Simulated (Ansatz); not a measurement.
# Ba: response to strain

The reference is Ba in the bcc (W type) structure (space group Im-3m, No. 229; a = 4.8819 Å; relaxed with 0.1 eV smearing).

Strains are applied to the cell and any free atomic positions relax.

Computed with PBEsol/PAW in Ansatz (a first-principles code), spin-orbit coupling left out.

Candidates:
(a) isotropic strain −2.50 %
(b) isotropic strain −3.00 %
(c) isotropic strain +1.50 %

Notes on the quantities. energy relative to the base: free energy F.

Task: Order them by energy relative to the base, highest first.

Result: (b) isotropic strain −3.00 % (+14 meV/atom), (a) isotropic strain −2.50 % (+9.9 meV/atom), (c) isotropic strain +1.50 % (+3.1 meV/atom)

No phonon test of stability was made.
